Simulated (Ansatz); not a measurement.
Consider a periodic stack without vacuum, fluorite-type CoSi2 (0 0 1) on cubic ZrO2 (0 0 1) (film strained to the substrate, started from cuts of the bulks and a machine-learned relaxation; slabs O12Zr5 and Co4Si8, which can lie off the formulas): substrate slab O12Zr5, film Co4Si8, surface cells [[1, 0], [1, 1]] and [[1, 0], [1, 1]], film strained by -4.6 and -4.6 %, outermost planes O/O and Si/Co as cut, which need not be the usual terminations and can put a slab off its formula. Its start:

```yaml
crystal:
  lattice:
    - [3.61756, 0.00000, 0.04366]
    - [0.00000, 3.61756, 0.03593]
    - [1.21814, 1.46416, 25.98362]
  atoms:
    - { symbol: O, position: [0.58246, 0.05139, 0.13510] }
    - { symbol: O, position: [0.09600, 0.56557, 0.11435] }
    - { symbol: O, position: [0.16541, 0.64613, 0.01202] }
    - { symbol: O, position: [0.65539, 0.13142, 0.03393] }
    - { symbol: O, position: [0.48734, 0.95774, 0.33690] }
    - { symbol: O, position: [0.99329, 0.46564, 0.31943] }
    - { symbol: O, position: [0.03398, 0.51067, 0.21679] }
    - { symbol: O, position: [0.52430, 0.00112, 0.23629] }
    - { symbol: O, position: [0.42650, 0.87773, 0.53206] }
    - { symbol: O, position: [0.92955, 0.37187, 0.52398] }
    - { symbol: O, position: [0.95887, 0.42255, 0.42214] }
    - { symbol: O, position: [0.45193, 0.91738, 0.43599] }
    - { symbol: Zr, position: [0.06604, 0.03023, 0.17515] }
    - { symbol: Zr, position: [0.61278, 0.61519, 0.07308] }
    - { symbol: Zr, position: [0.97028, 0.94284, 0.37861] }
    - { symbol: Zr, position: [0.51114, 0.48121, 0.27698] }
    - { symbol: Zr, position: [0.44796, 0.39675, 0.47946] }
    - { symbol: Co, position: [0.37148, 0.32244, 0.75932] }
    - { symbol: Co, position: [0.89598, 0.88245, 0.64627] }
    - { symbol: Co, position: [0.19169, 0.15992, 0.98657] }
    - { symbol: Co, position: [0.81927, 0.73298, 0.87129] }
    - { symbol: Si, position: [0.89168, 0.35592, 0.70562] }
    - { symbol: Si, position: [0.37550, 0.84749, 0.70581] }
    - { symbol: Si, position: [0.41509, 0.80942, 0.59573] }
    - { symbol: Si, position: [0.91636, 0.37175, 0.58954] }
    - { symbol: Si, position: [0.73153, 0.20036, 0.92467] }
    - { symbol: Si, position: [0.27956, 0.69239, 0.92867] }
    - { symbol: Si, position: [0.34227, 0.78997, 0.81448] }
    - { symbol: Si, position: [0.84481, 0.26745, 0.81589] }
```

The start was prepared with a machine-learned potential, and the result is one local minimum, with the in-plane cell held and forces under 0.04 eV/Å; the film can end far from its bulk form.

These are PBE (plane waves to 420 eV, PAW; Ansatz, a program for electronic structure) values and carry that method's errors. No spin–orbit coupling; the runs are not spin-polarised; PBE gaps are too small against experiment. Its k-point mesh 9×9×1, Fermi–Dirac width 0.05 eV.

Problem. Predict the relaxed interface.

Solution. 
- interface area: 13.1 Å²
- period: 25.69 Å
- heights between the nearest atoms of the two slabs at the two interfaces: 1.57 and 0.41 Å
- Co–Zr contacts across the interfaces within 1.22 times the sum of covalent radii: 4, mean 3.50 Å
- Si–Zr contacts across the interfaces within 1.22 times the sum of covalent radii: 4, mean 3.42 Å
- O–Si contacts across the interfaces within 1.22 times the sum of covalent radii: 3, mean 1.75 Å
- Co–O contacts across the interfaces within 1.22 times the sum of covalent radii: 3, mean 2.00 Å
